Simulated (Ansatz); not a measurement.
**What biaxial strain +1.04 %, plane normal [001], relaxed out of plane does to Mo**

The parent structure is Mo in the bcc (W type) structure (space group Im-3m, No. 229; a = 3.1300 Å; relaxed with 0.1 eV smearing). Axes: x, y, z lie along the cube axes.

One thing is altered: tensile biaxial strain of 1.04 % in the plane normal to [001], as in epitaxy on a mismatched substrate; the out-of-plane cell vector and the atoms relax.

Computed with Kohn–Sham DFT with the PBEsol functional, run in Ansatz (a first-principles code) with PAW and 420 eV plane waves, no spin-orbit coupling. k-mesh 29×29×29 (Γ-centred); smearing 0.1 eV (Fermi–Dirac).

```json
[
 {"quantity": "volume per atom", "base": "15.33 Å³", "changed": "15.54 Å³", "shift": "+0.21 Å³"},
 {"quantity": "space group", "base": "Im-3m (No. 229)", "changed": "I4/mmm (No. 139)", "shift": "–"},
 {"quantity": "energy relative to the base (free energy F)", "base": "0 meV/atom", "changed": "+5.5 meV/atom", "shift": "+5.5 meV/atom"},
 {"quantity": "pressure (mean of the normal stresses, compression positive)", "base": "0.0 GPa", "changed": "-3.6 GPa", "shift": "-3.6 GPa"},
 {"quantity": "band gap", "base": "zero", "changed": "zero", "shift": "–"},
 {"quantity": "out-of-plane strain", "base": "–", "changed": "-0.71 %", "shift": "–"},
 {"quantity": "ratio −ε⊥/ε∥", "base": "–", "changed": "0.69", "shift": "–"},
 {"quantity": "mean in-plane stress (compression positive)", "base": "–", "changed": "-5.5 GPa", "shift": "–"}
]
```

Cost of the whole job for the changed cell (relaxation, final SCF and bands): roughly 2.6 core-minutes.

Whether these cells are dynamically stable was not tested. The final runs are not spin-polarised.
